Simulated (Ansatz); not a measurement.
# Short convergence ladders for the (001) slab of Au (cut from a parent of space group no. 225; 4 atoms in the cell)

```yaml
crystal:
  lattice:
    - [2.87634, 0.00000, 0.00000]
    - [-2.87634, 2.87634, 0.00000]
    - [0.00000, 0.00000, 20.10160]
  atoms:
    - { symbol: Au, position: [0.00000, 0.00000, 0.44941] }
    - { symbol: Au, position: [0.00000, 0.50000, 0.34823] }
    - { symbol: Au, position: [0.00000, 0.00000, 0.65177] }
    - { symbol: Au, position: [0.00000, 0.50000, 0.55059] }
```

Base method: PBEsol, default PAW files made with PBE (plane waves; Ansatz, a first-principles code).

Base settings: basis.ecutwfc = 420 eV; kpoints.mp_grid.grid = 15 15 1; hamiltonian.xc = pbesol; hamiltonian.pseudopotentials = {kind: paw} (the program's default PAW files); scf.occupations.method = fermi_dirac; scf.occupations.width = 0.1 eV.

The count of work is k-points × plane waves × bands × iterations; it is no time. 

**The vacuum**

The mesh stays at the base's, so the ladder's end is converged at best in this setting alone.

Only quantities that move along the ladder and can be compared are tabulated.

| vacuum between outermost atoms (Å) | free energy less the last step's (meV/atom) | largest difference of a force vector from the last step's (eV/Å) | count of work / last |
|---|---|---|---|
| 3.0 | -165.34 | 0.674 | 0.29 |
| 4.0 | -50.62 | 0.216 | 0.28 |
| 5.0 | -11.91 | 0.042 | 0.30 |
| 6.0 | -2.59 | 0.005 | 0.34 |
| 7.0 | -0.60 | 0.000 | 0.36 |
| 8.0 | -0.13 | 0.000 | 0.39 |
| 10.0 | 0.00 | 0.000 | 0.44 |
| 12.0 | 0.00 | 0.000 | 0.50 |
| 14.0 | 0.00 | 0.000 | 0.56 |
| 17.0 | 0.00 | 0.000 | 0.64 |
| 20.0 | 0.00 | 0.000 | 0.72 |
| 25.0 | 0.00 | 0.000 | 0.86 |
| 30.0 | 0.00 | 0.000 | 1.0 |

Smallest vacuum between outermost atoms (Å) that holds the free energy within 5 meV/atom of the last step, with all finer ones: 6.0, at 0.34 of the last step's count of work; the step before is off by 12 meV/atom.

Smallest vacuum between outermost atoms (Å) that holds the forces within 0.01 eV/Å of the last step, with all finer ones: 6.0, at 0.34 of the last step's count of work; the step before is off by 0.042 eV/Å.

**The depth of the slab**

On a (001) slab of Au (cut from a parent of space group no. 225; 2 atoms in the cell), and deeper slabs.

Surface energy = (E_slab − N e_bulk)/2A, with e_bulk from the bulk crystal on its finest mesh (560 k-points); errors per atom of slab and bulk, whose meshes differ, grow with N.

The mesh stays at the base's, so the ladder's end is converged at best in this setting alone.

Only quantities that move along the ladder and can be compared are tabulated.

```tsv
atoms	unrelaxed surface energy (J/m²)	count of work / last
2	1.227	0.057
4	1.193	0.14
6	1.179	0.26
8	1.175	0.46
10	1.178	0.65
12	1.172	0.88
14	1.173	1.0
```

Smallest size that holds the unrelaxed surface energy within 0.01 J/m² of the last step, with all finer ones: 6, at 0.26 of the last step's count of work; the step before is off by 0.020 J/m².

On the base run: the starting cell has typed, rounded lattice constants, without a prior relaxation at this level. The slab is cut from that crystal, and its faces are unrelaxed. Its lattice was rescaled by up to half a per cent.

Keys are those of Ansatz 0.2.
